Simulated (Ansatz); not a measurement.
We consider MgO (model structure, started from the CsCl type, Pm-3m, No. 221, 2 atoms in the cell; like a known high-pressure phase), described by HSE06 (PAW; Ansatz, a first-principles code).

Numerical settings: plane-wave cutoff 460 eV, 10×10×10 k mesh, Fermi–Dirac smearing 0.01 eV, scalar-relativistic PAW data made under PBE.

Cell (relaxed with PBEsol):

```yaml
crystal:
  lattice:
    - [2.63342, 0.00000, 0.00000]
    - [0.00000, 2.63342, 0.00000]
    - [0.00000, 0.00000, 2.63342]
  atoms:
    - { symbol: Mg, position: [0.00000, 0.00000, 0.00000] }
    - { symbol: O, position: [0.50000, 0.50000, 0.50000] }
```

**Question.** Estimate the band gap and smallest direct gap on the k points sampled that the calculation returns.

**Answer.** 
band gap: 4.07 eV (on the SCF k mesh) (indirect)
smallest direct gap on the k points sampled: 5.16 eV

Note: cell and atoms aren't relaxed at this level (pressure -2.5 GPa).

Static lattice: no zero-point or thermal effects.

Cost on a shared machine: roughly 70 core-seconds.

A model structure was made by putting elements into a prototype or built by hand; it is no filed structure, need not be a known phase, and can be a saddle point held by its symmetry.
